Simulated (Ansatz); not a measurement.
The parent structure is Rh in the fcc (Cu type) structure (space group Fm-3m, No. 225; a = 3.7816 Å; relaxed with 0.1 eV smearing). Axes: x, y, z lie along the cube axes.

All numbers come from DFT with PBEsol, PAW potentials and a 420 eV plane-wave cutoff in Ansatz (a quantum-chemistry and plane-wave program), scalar-relativistic without spin-orbit coupling.

Base values:

The pressure is 0.0 GPa. The shortest interatomic distance is 2.674 Å.

It is then changed as follows: a pure shear with ε_xy = ε_yx = 0.0200; the atoms relax in the strained cell.

Question: Predict the new pressure.

Answer: The pressure (mean of the normal stresses, compression positive) goes from zero to 0.6 GPa.

Question: What happens to the shortest interatomic distance?

Answer: The shortest interatomic distance shrinks by 0.053 Å to 2.621 Å.

Question: What happens to the energy relative to the base?

Answer: The energy increases by 14 meV/atom.

Stability against distortions was not tested. The final runs are not spin-polarised.
